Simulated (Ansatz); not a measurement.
MgO: band gap against strain

MgO (rock salt, Fm-3m, 9.355 Å³/atom at rest, cube axes along x, y and z) under an equal strain ε along all three axes. PBEsol in Ansatz, a plane-wave DFT program (PAW, default set), 420 eV, 13×13×13 Γ-centred mesh, Fermi-Dirac smearing 0.05 eV; ions are relaxed within the symmetry of each cell. Gaps are the smallest over the k-mesh and a band path, without spin-orbit coupling; in all rows the valence edge lies at Γ and the conduction edge at Γ.

Here s stands for strain and Eg for gap.

```csv
strain (%),gap (eV)
-3.00,?
-1.50,5.068
-1.00,4.915
-0.50,4.766
0.00,4.620
0.50,4.478
1.00,4.339
1.50,4.205
```

Task: Using a straight line, estimate the missing Eg at s = -3.00 from the other rows, showing the fit.

Result: Means: s 0, Eg 4.6273. About the means, the sum of products is -2.0145 and the sum of squares of s is 7.0000; the slope is their ratio. Least squares gives Eg = 4.6273 - 0.28779·s. Residuals (row less fit): 0.0090, -0.0001, -0.0052, -0.0073, -0.0054, -0.0005, 0.0094; standard error 0.0075 (degrees of freedom: 5). Over these rows the gap moves by -29 ± 0.3 eV per unit strain, or -9.6 eV per unit of ln V. At the withheld row, Eg = 4.6273 - 0.28779 × (-3.0) = 5.4907 eV. The calculation gives 5.549 eV, 0.0583 eV above the prediction (4.3 % of the range of Eg in the table). The row lies outside the fitted rows, so this is an extrapolation. From the scatter of the fitted rows alone, a prediction at this place has a standard error of 0.0116 eV, so the miss is 5.0 times that.

One order more, fitted to all 13 runs of the series, follows each within 0.001, so the miss is the next term of a smooth law. Other structures, which can take over under pressure, weren't tried. Rows are the converged runs of the series near zero and its far end; series whose fitted rows scatter by over a few per cent of the range, as at a crossing or softening among them, aren't shown in this form. Most that stay on the fit to the last digits aren't either.
